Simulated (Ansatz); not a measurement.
Input:

End structure of a constructed model of the (110) surface of bcc W, a cell of two sites (a+b, b-a) surface alloy, Al on one W site of the top plane (bottom of the slab: a bare face, its two planes held):

```
CELL_PARAMETERS angstrom
      1.83845     2.59996     0.00000
     -3.67690     2.59996     0.00000
      0.00000     0.00000    27.50000
ATOMIC_POSITIONS crystal
  W  0.50000 0.00000 0.29754
  W  0.00000 0.50000 0.29754
  W  0.00000 0.00000 0.37942
  W  0.50000 0.50000 0.37942
  W  0.50000 0.00000 0.46129
  W  0.00000 0.50000 0.46146
  W  0.00000 0.00000 0.54324
  W  0.50000 0.50000 0.54262
  W  0.50000 0.00000 0.62249
  W  0.00000 0.50000 0.62714
  Al 0.00000 0.00000 0.70527
  W  0.50000 0.50000 0.70260
```

Set-up: 12 atoms, 11.1 Å thick at the start with caps and adatoms (thin: gaps and levels are the slab's own); mesh 12x8x1; 0.1 eV smearing; dipole correction on; 4 atoms held, the rest relaxed; start symmetry kept, larger cells not searched; no spin, no spin-orbit, no U. It is one candidate, not shown to be the stable structure of the face.

**Question.** What is the computed work function of the top face (PBE (Ansatz, an electronic-structure program))?

**Answer.** 4.43 eV
